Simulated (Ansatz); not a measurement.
Base system: TiPt3 (space group P6_3/mmc, No. 194; a = 5.5196 Å, c = 8.9906 Å; a cell from a computed database, its experimental status unchecked).

All numbers come from Kohn–Sham DFT with the PBEsol functional, run in Ansatz (a program for electronic structure) with PAW and 420 eV plane waves, no spin-orbit coupling.

Base values:

```
Quantity            Value
---------------  --------
c/a ratio           1.629
Volume per atom  14.83 Å³
```

It is then changed as follows: a hydrostatic pressure of 3 GPa.

Q: Estimate the effect on the c/a ratio and volume per atom.

A: The c/a ratio stays 1.629; the volume per atom shrinks by 0.162 Å³ (14.83 Å³ → 14.66 Å³).

Load acts through the strain it causes; cell and atoms are relaxed under it. Whether these cells are dynamically stable was not tested. All final runs are without spin polarisation.
